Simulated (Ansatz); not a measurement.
# LaGaO₃ (Imma, No. 74, 10 atoms in the cell; start mp-556983; a measured phase of this formula has another space group)

Level of theory: LDA (PAW; Ansatz, an electronic-structure program).

Settings: plane-wave cutoff 520 eV, 8×8×8 k mesh, Fermi–Dirac smearing 0.01 eV, scalar-relativistic PAW data made under PBE.

Cell (relaxed at this level):

```yaml
crystal:
  lattice:
    - [-2.70614, 3.82441, 2.74088]
    - [2.70614, -3.82441, 2.74088]
    - [2.70614, 3.82441, -2.74088]
  atoms:
    - { symbol: La, position: [0.75591, 0.00591, 0.75000] }
    - { symbol: La, position: [0.24409, 0.99409, 0.25000] }
    - { symbol: Ga, position: [0.00000, 0.50000, 0.50000] }
    - { symbol: Ga, position: [0.50000, 0.50000, 0.00000] }
    - { symbol: O, position: [0.20938, 0.00000, 0.70938] }
    - { symbol: O, position: [0.79062, 0.00000, 0.29062] }
    - { symbol: O, position: [0.79062, 0.50000, 0.79062] }
    - { symbol: O, position: [0.20938, 0.50000, 0.20938] }
    - { symbol: O, position: [0.67565, 0.42565, 0.25000] }
    - { symbol: O, position: [0.32435, 0.57435, 0.75000] }
```

For LaGaO₃ (Imma, No. 74, 10 atoms in the cell; start mp-556983; a measured phase of this formula has another space group), the band gap is 3.68 eV (on the SCF k mesh).

Note: the relaxation could not lower the start's symmetry, so the cell can be a saddle point above a distorted one.

Spin–orbit coupling is not included.

A start named mp-… is a Materials Project structure, which need not be a measured phase.
